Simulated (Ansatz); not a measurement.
**A computed series for CdS: element substitutions**

Consider CdS in the zinc blende structure (space group F-43m, No. 216).

```cif
data_CdS
_chemical_formula_sum 'S1 Cd1'
_space_group_name_H-M_alt 'P 1'
_space_group_IT_number 1
_cell_length_a 4.19109
_cell_length_b 4.19109
_cell_length_c 4.19109
_cell_angle_alpha 60.000
_cell_angle_beta 60.000
_cell_angle_gamma 60.000
loop_
_space_group_symop_operation_xyz
  'x, y, z'
loop_
_atom_site_label
_atom_site_type_symbol
_atom_site_fract_x
_atom_site_fract_y
_atom_site_fract_z
_atom_site_occupancy
S1 S 0.75000 0.75000 0.75000 1
Cd1 Cd 0.00000 0.00000 0.00000 1
```

Each row replaces one element on all its sites; cell and atoms are relaxed.

The values are results of Ansatz (an electronic-structure program), PBE, PAW, cutoff 420 eV, no spin-orbit coupling, earlier PAW set, not measurements.

```json
[
 {"change": "base", "shortest interatomic distance": "2.567 Å", "band gap": "1.04 eV"},
 {"change": "Cd → Be", "shortest interatomic distance": "2.111 Å", "band gap": "(withheld)"},
 {"change": "Cd → Zn", "shortest interatomic distance": "(withheld)", "band gap": "(withheld)"},
 {"change": "S → Os", "shortest interatomic distance": "2.611 Å", "band gap": "zero"}
]
```

Problem. What belongs in the blanks?

Solution. 
- Cd → Be, band gap: 3.15 eV
- Cd → Zn, shortest interatomic distance: 2.357 Å
- Cd → Zn, band gap: 2.01 eV

Spin-orbit coupling, missing from the scalar runs, can matter with Os. Stability against distortions was not tested. As relaxed here, CdOs is a hypothetical phase, not in the database extracts checked. The final runs are not spin-polarised. CdOs has a high density of states at the Fermi level and may be magnetic at this level.
